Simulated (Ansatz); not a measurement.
C (Fd-3m), PBE, rigid bands in Ansatz (a quantum-chemistry and plane-wave program): N_c = 5.75e19 cm⁻³ at 300 K and an electron conductivity mass of 0.407 mₑ.

For 1e17 electrons per cm³ at 300 K, place the Fermi level, estimate the Seebeck coefficient of a parabolic band with constant τ, and give mobility and conductivity for τ = 20 fs.

The level lies k_BT ln(N_c/n) = 0.164 eV below the conduction-band minimum. S ≈ −(k_B/e)[ln(N_c/n) + 5/2] = -763 μV/K, against -761 μV/K from the full bands (mean over directions). μ = eτ/m = 86.4 cm²/(V·s) and σ = neμ = 1.38 S/cm. τ is assumed, not computed.

Band transport and this doping are assumed; polarons and phonon drag are left out. Spin-orbit coupling is left out. Geometry: cell and atoms relaxed with PBEsol.
